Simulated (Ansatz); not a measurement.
# HgS (space group P3_221, No. 154; made of chains)

HgS is modelled in the trigonal space group P3₂21 (No. 154), Pearson symbol hP6. Conventional cell: a = b = 4.139 Å, c = 9.408 Å, α = β = 90.00°, γ = 120.00°. Hg on 3a sees 2 S at 2.387 Å (linear). S on 3b is coordinated by 2 Hg at 2.387 Å (bent). (Neighbours: up to the widest gap in distance over summed covalent radii, below 1.35, at either atom; cation-cation and far metal-metal contacts left out.)

Level of theory: PBEsol (Ansatz, a first-principles code, PAW, no spin-orbit coupling). k-mesh 9×9×4 (Γ-centred); smearing 0.05 eV (Fermi–Dirac).

| Item | Value |
|---|---|
| Volume per atom | 23.26 Å³ |
| Density | 8.31 g/cm³ |
| Band gap | 1.23 eV, indirect, k = (0, 0.111, 1/4) in the run's primitive reciprocal basis → Γ |
| Electron mass | 0.40 mₑ along c, 1.4 mₑ across |
| Total energy | -7276.631 eV/atom (σ→0; compares only within this code and set-up) |

With Hg present, leaving out spin-orbit coupling can change the band edges. Effective masses come from finite differences of ±0.01 Å⁻¹. No phonon test of stability was made. No dispersion term is included in the PBEsol runs.
